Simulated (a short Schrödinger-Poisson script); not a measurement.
Structure: symmetric double-gate stack, SiO2 on p-type Si(100), at 300 K.

```tsv
layer	material	thickness (nm)	Na (cm⁻³)
1	SiO2	1.8	-
2	Si	8	3e15
3	SiO2	1.8	-
```

The device is made up for the run: typed textbook-type constants, with dimensions and the other settings drawn at random. SiO2: permittivity 3.9, conduction-band edge (eV) 3.15, gap (eV) 9, electron mass (mₑ) 0.5. Si: permittivity 11.7, conduction-band edge (eV) 0, gap (eV) 1.124, Nv at 300 K (cm⁻³) 3.1e19.

Channel valleys (confinement mass, in-plane density-of-states mass, number): Δ2 0.916, 0.19, 2; Δ4 0.19, 0.417, 4. At the gates, both at one voltage, the conduction-band edge of layer 1 lies 3.42 eV − eVg above the Fermi level of the channel. Gaps are held at their typed values at every temperature. Mesh 0.03 nm at interfaces.

Solved with a short Schrödinger-Poisson script written for these runs: 1D Poisson equation in equilibrium, electrons classical, Fermi-Dirac, parabolic valleys, classical holes, full ionisation, no traps, pinning or gate leakage.

The same stack at other levels of the model or other numerical settings:

| run | sheet density of all electrons at Vg = 0.95 V (cm⁻²) | sheet density of all electrons at Vg = 0.35 V (cm⁻²) | capacitance of both gates at Vg = 0.95 V (μF/cm²) | gate voltage at 1e11 electrons/cm² (V) | rough cost against the base |
|---|---|---|---|---|---|
| base | 1.46e13 | 2.67e12 | 3.38 | 0.14 | about 1 |
| electrons treated as classical, Boltzmann | [?] | 2.70e12 | 3.54 | 0.14 | 0.4 |
| electrons treated as quantum, Hartree | [?] | 2.11e12 | [?] | 0.16 | 8 |
| mesh six times as coarse | 1.45e13 | 2.65e12 | 3.33 | 0.14 | 0.7 |

Problem. Fill in the missing entries.

Solution. 
- electrons treated as classical, Boltzmann, sheet density of all electrons at Vg = 0.95 V (cm⁻²): 1.51e13
- electrons treated as quantum, Hartree, capacitance of both gates at Vg = 0.95 V (μF/cm²): 2.99
- electrons treated as quantum, Hartree, sheet density of all electrons at Vg = 0.95 V (cm⁻²): 1.25e13

The classical rows ignore confinement, and Boltzmann statistics overrate the density once the band edge passes the Fermi level.
